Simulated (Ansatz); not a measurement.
# CdSe: pressure −2 GPa

Base system: CdSe in the wurtzite structure (space group P6_3mc, No. 186; a = 4.383 Å, c = 7.154 Å).

Perturbation: hydrostatic tension (pressure −2 GPa).

The values are results of PBE (Ansatz, a program for electronic structure; PAW; 420 eV plane waves; scalar-relativistic without spin-orbit coupling), not measurements. Settings: 9×9×5 k-points, 0.05 eV Fermi–Dirac smearing.

Volume per atom: 31.31 Å³ (base 29.75 Å³)
c/a ratio: 1.632 (base 1.632)
Shortest interatomic distance: 2.728 Å (base 2.682 Å)
Enthalpy H = E + PV relative to the base's energy: -0.38 eV/atom
Band gap: 0.43 eV (base 0.54 eV)
Gap character: direct at Γ (base direct at Γ)
Mean gap deformation potential ΔEg/Δln V: -2.2 eV
Width of the top valence band: 1.42 eV (base 1.56 eV)
Electron mass: 0.049 mₑ (at Γ)
Valence-band top at Γ (three highest levels, from the VBM): 0.00, 0.00, -0.04 eV (base 0.00, 0.00, -0.04 eV)

Load acts through the strain it causes; cell and atoms are relaxed under it. Masses are band curvatures over ±0.01 Å⁻¹ around the edge. Stability against distortions was not tested.
